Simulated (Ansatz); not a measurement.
Levels about the gap of amorphous Si$_{24}$O$_{49}$Li$_{2}$ (75 atoms in a cell of 1111 Å³, 2.20 g/cm³; zone centre alone, so wide bands show as single levels with stretches between that a denser mesh fills), at the geometry that PBE relaxed, where it gives 1.2 GPa on a denser mesh. The participation number counts the atoms over which a state spreads; weights are charges in smoothed Voronoi cells. The levels come from a single point, so bond lengths are those of that geometry. Method of the levels: PBE, scalar-relativistic without spin-orbit coupling (Ansatz, an electronic-structure program). Sampling: the zone centre alone; Fermi-Dirac width 0.02 eV; no spin polarisation. At PBE the levels at the filled edge of the gap are localised (band-tail or defect states), and the nearest spread-out levels lie 5.6 eV apart at the zone centre.

Preparation: random packing, a CHGNet melt and quench, and a DFT relaxation. O atoms were pushed apart under 1.9 Å during the dynamics, to hinder bonds among them. The hot cell started wider than the set density and was brought back towards it in steps. It is the lowest in DFT energy of 2 quenches. It is a model cell: composition and starting density were chosen by hand, and all elements were melted together. No dispersion term was used. Its density started from a set value of 2.20 and ended at 2.20 g/cm³. Cooling (nominally 320 K/ps over its main leg) ran many orders faster than in experiment, which tends to leave more defects and strain. One small periodic cell is one sample of the glass; other quenches scatter about these values. The volume was held where the preparation left it and the shape relaxed, at a PBE pressure of 1.2 GPa. Stress components on the final sampling reach 1.2 GPa.

| E - E(highest filled), eV | filling | participation number | largest on | weight O | weight Si | weight Li |
|---|---|---|---|---|---|---|
| -0.99 | filled | 14.2 | O, 2 neighbours | 0.96 | 0.04 | 0.00 |
| -0.96 | filled | 13.9 | O, 2 neighbours | 0.96 | 0.03 | 0.00 |
| -0.92 | filled | 13.6 | O, 2 neighbours | 0.96 | 0.04 | 0.00 |
| -0.47 | filled | 4.7 | O, 3 neighbours | 0.91 | 0.04 | 0.06 |
| -0.32 | filled | 3.6 | O, 3 neighbours | 0.91 | 0.04 | 0.05 |
| -0.18 | filled | 2.9 | O, 3 neighbours | 0.91 | 0.04 | 0.05 |
| 0.00 | filled | 3.3 | O, 3 neighbours | 0.94 | 0.04 | 0.02 |
| 4.58 | empty | 67.8 | Li, 2 neighbours | 0.71 | 0.24 | 0.05 |
| 6.06 | empty | 27.8 | Li, 2 neighbours | 0.63 | 0.24 | 0.13 |
| 6.18 | empty | 57.2 | O, 2 neighbours | 0.68 | 0.30 | 0.02 |
| 6.41 | empty | 31.3 | Li, 2 neighbours | 0.62 | 0.24 | 0.15 |
| 6.50 | empty | 50.8 | Li, 2 neighbours | 0.69 | 0.24 | 0.07 |
| 6.64 | empty | 43.2 | O, 2 neighbours | 0.67 | 0.29 | 0.04 |
| 6.69 | empty | 47.1 | O, 2 neighbours | 0.74 | 0.25 | 0.01 |

Most localised among these is the filled level at -0.18 eV, on a O atom, which has 3 neighbours (Si 1.58 Å, Li 1.79 Å, Li 1.99 Å).
